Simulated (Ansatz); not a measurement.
## Pressure series in Ca3GeO

The parent structure is Ca$_{3}$GeO in the anti-perovskite structure (space group Pm-3m, No. 221; a = 4.670 Å).

Cell and atoms are relaxed at each pressure.

Calculations: PBEsol (Ansatz, a program for electronic structure), scalar-relativistic without spin-orbit coupling.

| P (GPa) | V (Å³/atom) |
|---|---|
| -2.00 | 21.076 |
| -0.98 | 20.701 |
| 0.29 | 20.278 |
| 0.69 | 20.155 |
| 1.48 | 19.921 |
| 3.00 | 19.509 |
| 5.00 | 19.026 |
| 7.50 | 18.497 |
| 10.00 | 18.033 |

A third-order Birch–Murnaghan fit to these points gives V₀ = 20.37 Å³/atom, B₀ = 63 GPa and B₀′ = 4.3. At pressure 10 GPa the volume is 88.5 % of V₀.

Load acts through the strain it causes; cell and atoms are relaxed under it. No phonon test of stability was made. Competing high-pressure phases were not computed. All final runs are without spin polarisation.
